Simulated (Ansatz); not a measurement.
In₂S₃ (R-3c, No. 167, 10 atoms in the cell; start mp-22375; a measured phase of this formula has another space group), treated with PBE0 in Ansatz (plane waves, PAW).

Run with plane-wave cutoff 460 eV, 4×4×4 k mesh, Fermi–Dirac smearing 0.01 eV, scalar-relativistic PAW data made under PBE.

Cell (relaxed with PBEsol):

```yaml
crystal:
  lattice:
    - [3.28658, 1.89751, 5.86900]
    - [-3.28658, 1.89751, 5.86900]
    - [0.00000, -3.79502, 5.86900]
  atoms:
    - { symbol: In, position: [0.35529, 0.35529, 0.35529] }
    - { symbol: In, position: [0.64471, 0.64471, 0.64471] }
    - { symbol: In, position: [0.14471, 0.14471, 0.14471] }
    - { symbol: In, position: [0.85529, 0.85529, 0.85529] }
    - { symbol: S, position: [0.54722, 0.25000, 0.95278] }
    - { symbol: S, position: [0.45278, 0.75000, 0.04722] }
    - { symbol: S, position: [0.95278, 0.54722, 0.25000] }
    - { symbol: S, position: [0.04722, 0.45278, 0.75000] }
    - { symbol: S, position: [0.25000, 0.95278, 0.54722] }
    - { symbol: S, position: [0.75000, 0.04722, 0.45278] }
```

Predict the band gap and smallest direct gap on the k points sampled.


- band gap: 2.15 eV
- smallest direct gap on the k points sampled: 2.39 eV

Note: cell and atoms aren't relaxed at this level (pressure 0.5 GPa).

Spin–orbit coupling is not included.

The computed numbers hold no vibrational or temperature effects.

A start named mp-… is a Materials Project structure, which need not be a measured phase.

Ansatz is a first-principles code.
